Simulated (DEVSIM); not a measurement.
System: illuminated Si p-on-n cell, one wavelength, at 400 K.

| layer (left to right) | material | thickness (μm) | Nd (cm⁻³) | Na (cm⁻³) | τn (s) | τp (s) | absorption coefficient (cm⁻¹) |
|---|---|---|---|---|---|---|---|
| 1 | Si | 0.150 | - | 2.5e18 | 4e-5 | 1.9e-5 | 27000 |
| 2 | Si | 25.0 | 2.3e15 | - | 0.00019 | 0.00019 | 27000 |

Left contact: ohmic, minority electron recombination velocity 40000 cm/s. Right contact: ohmic, minority hole recombination velocity 5000 cm/s. Voltage is applied to the left contact. Recombination: SRH at mid-gap, radiative, Auger. Light enters at the left, 4e16 photons cm⁻² s⁻¹, one pass, no reflection. Mobility is constant in doping.

This is a model device: material constants are rounded textbook-type values typed into the input, and sizes, dopings and lifetimes were drawn at random. Values at 300 K; Nc and Nv go as T^1.5, mobilities as T to minus their exponent, the gap by Varshni's rule with the affinity fixed.

```tsv
parameter	Si
gap (eV)	1.124
affinity (eV)	4.05
permittivity	11.7
Nc (cm⁻³)	2.86e19
Nv (cm⁻³)	3.1e19
μn (cm²/Vs)	1417
μp (cm²/Vs)	470
T exponent of μn	2.3
T exponent of μp	2.2
B (cm³/s)	4.7e-15
Cn (cm⁶/s)	2.8e-31
Cp (cm⁶/s)	9.9e-32
Varshni α (eV/K)	0.000473
Varshni β (K)	636
```

DEVSIM, 1D drift-diffusion, Boltzmann statistics, complete ionisation; no tunnelling, impact ionisation, image-force lowering or self-heating.

The recombination velocity at the left contact was swept, all else fixed.

| recombination velocity at the left contact (cm/s) | open-circuit voltage (V) | fill factor | share of generated pairs collected at short circuit | largest power (mW/cm²) |
|---|---|---|---|---|
| 10 | 0.249 | 0.63 | 0.997 | 0.997 |
| 100 | 0.249 | 0.63 | 0.997 | 0.997 |
| 1000 | 0.249 | 0.63 | 0.997 | 0.997 |
| 10000 | 0.249 | 0.63 | 0.996 | 0.995 |
| 40000 | 0.249 | 0.63 | 0.993 | 0.989 |
| 1e5 | 0.248 | 0.62 | 0.987 | 0.978 |
| 1e6 | 0.238 | 0.62 | 0.932 | 0.881 |
| 1e7 | 0.226 | 0.60 | 0.846 | 0.743 |

From the first row to the last the open-circuit voltage goes from 0.249 to 0.226. From the first row to the last the fill factor goes from 0.63 to 0.60.
